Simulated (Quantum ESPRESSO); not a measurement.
Quantum ESPRESSO run on Mg6SiW (Amm2, 8 atoms in the cell): self-consistent single point.

Method: LDA (PZ), GBRV 1.5 ultrasoft (LDA) pseudopotentials (plane waves; Quantum ESPRESSO 7.5).

```
Mg6SiW
1.0
    4.79082     0.00000     0.00000
    0.00000     3.03708     5.25127
    0.00000    -3.03708     5.25127
Mg Si W
6 1 1
Direct
  0.00000   0.17356   0.65736
  0.00000   0.65736   0.17356
  0.00000   0.66805   0.66805
  0.50000   0.32618   0.83162
  0.50000   0.83162   0.32618
  0.50000   0.83025   0.83025
  0.00000   0.19588   0.19588
  0.50000   0.31709   0.31709
```

Reference input (self-consistent single point, DFT, LDA (PZ), plane waves, GBRV 1.5 ultrasoft (LDA) pseudopotentials): ecutwfc = 40 Ry; ecutrho = 320 Ry; occupations = smearing; smearing = fd; degauss = 0.0073499 Ry; potentials = {Mg: mg_lda_v1.4.uspp.F.UPF, Si: si_lda_v1.uspp.F.UPF, W: w_lda_v1.2.uspp.F.UPF}; K_POINTS = automatic 4 4 4 0 0 0; conv_thr = 1e-10 Ry. This run's input differs from it in these lines:

```diff
@@ -39,3 +39,3 @@
 K_POINTS {automatic}
-4 4 4  0 0 0
+5 4 4  0 0 0
```

The program printed (abridged):

```
     Self-consistent Calculation

     iteration #  1     ecut=    40.00 Ry     beta= 0.70

     negative rho (up, down):  6.152E-02 0.000E+00

     total energy              =    -918.79913349 Ry
     estimated scf accuracy    <       0.91829365 Ry

     iteration #  2     ecut=    40.00 Ry     beta= 0.70

     negative rho (up, down):  6.301E-02 0.000E+00

     total energy              =    -918.93777104 Ry
     estimated scf accuracy    <       0.50633154 Ry

     iteration #  3     ecut=    40.00 Ry     beta= 0.70

     negative rho (up, down):  6.282E-02 0.000E+00

     total energy              =    -918.99725813 Ry
     estimated scf accuracy    <       0.51482881 Ry

   [... 7 blocks of this kind left out ...]

     iteration # 11     ecut=    40.00 Ry     beta= 0.70

     negative rho (up, down):  6.320E-02 0.000E+00

     total energy              =    -919.09891206 Ry
     estimated scf accuracy    <          3.2E-10 Ry

     iteration # 12     ecut=    40.00 Ry     beta= 0.70

     negative rho (up, down):  6.320E-02 0.000E+00
     End of self-consistent calculation

     the Fermi energy is     7.9241 ev

!    total energy              =    -919.09891206 Ry
     estimated scf accuracy    <          3.1E-11 Ry
     smearing contrib. (-TS)   =      -0.01104468 Ry
     internal energy E=F+TS    =    -919.08786738 Ry

     convergence has been achieved in  12 iterations

     negative rho (up, down):  6.320E-02 0.000E+00

     Forces acting on atoms (cartesian axes, Ry/au):

     atom    1 type  1   force =     0.00000000    0.00461598   -0.00313450
     atom    2 type  1   force =     0.00000000   -0.00461598   -0.00313450
     atom    3 type  1   force =     0.00000000    0.00000000    0.00119682
     atom    4 type  1   force =     0.00000000    0.00069149    0.00046807
     atom    5 type  1   force =     0.00000000   -0.00069149    0.00046807
   [... lines left out ...]
     Total force =     0.012133     Total SCF correction =     0.000030
   [... lines left out ...]

     negative rho (up, down):  6.320E-02 0.000E+00
          total   stress  (Ry/bohr**3)                   (kbar)     P=      -40.87
  -0.00029239  -0.00000000   0.00000000          -43.01       -0.00        0.00
  -0.00000000  -0.00027660   0.00000000           -0.00      -40.69        0.00
   0.00000000   0.00000000  -0.00026448            0.00        0.00      -38.91

   JOB DONE.
```

The run converged in 12 iterations. Against the reference run the free energy goes up by 1.5 meV/atom, the pressure hardly changes (-4.10 to -4.09 GPa) and the largest force goes from 0.095 to 0.218 eV/Å.

The starting cell comes from a database of computed structures (which also holds hypothetical and non-ambient phases and stackings), without a prior relaxation at this level. Spin polarisation is off. With a pressure of about -4 GPa the cell is away from its equilibrium volume at this level.

Cost on one core of a shared machine: roughly 4 min.
